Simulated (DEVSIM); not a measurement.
Device: illuminated In0.53Ga0.47As p-on-n cell, one wavelength, at 350 K.

Layer 1 from the left is In0.53Ga0.47As, thickness (μm) 0.350, Na (cm⁻³) 6.6e17, τn (s) 2.9e-8, τp (s) 8e-9, absorption coefficient (cm⁻¹) 25000. Layer 2 from the left is In0.53Ga0.47As, thickness (μm) 1.20, Nd (cm⁻³) 1.3e15, τn (s) 4.2e-8, τp (s) 4.2e-8, absorption coefficient (cm⁻¹) 25000.

Left contact: ohmic, minority electron recombination velocity 1e6 cm/s. Right contact: ohmic, minority hole recombination velocity 2000 cm/s. Voltage is applied to the left contact. Recombination: SRH at mid-gap, radiative, Auger. Light enters at the left, 1.6e17 photons cm⁻² s⁻¹, one pass, no reflection. Mobility is μmin + (μ − μmin)/(1 + (N/Nref)^α).

Constants are typed, rounded textbook-type inputs, not results; the design itself was drawn at random and stands for no fabricated device. Values at 300 K; Nc and Nv go as T^1.5, mobilities as T to minus their exponent, the gap by Varshni's rule with the affinity fixed.

In0.53Ga0.47As: gap (eV) 0.74, affinity (eV) 4.51, permittivity 13.9, Nc (cm⁻³) 2.1e17, Nv (cm⁻³) 7.7e18, μn (cm²/Vs) 12000, μp (cm²/Vs) 300, μn,min 300, μp,min 10, Nref,n 1.3e17, Nref,p 4.9e17, αn 0.48, αp 0.4, T exponent of μn 1.6, T exponent of μp 1.6, B (cm³/s) 9.6e-11, Cn (cm⁶/s) 5e-29, Cp (cm⁶/s) 5e-29, Varshni α (eV/K) 0.00035, Varshni β (K) 190.

DEVSIM, 1D drift-diffusion, Boltzmann statistics, complete ionisation; no tunnelling, impact ionisation, image-force lowering or self-heating.

Question: What does the simulation give for the dark forward voltage at 100 A/cm², the largest field in the device at zero bias, the dark forward voltage at 1 A/cm², the fill factor?

Answer: dark forward voltage at 100 A/cm² 0.449 V; largest field in the device at zero bias 45000 V/cm; dark forward voltage at 1 A/cm² 0.297 V; fill factor 0.54.
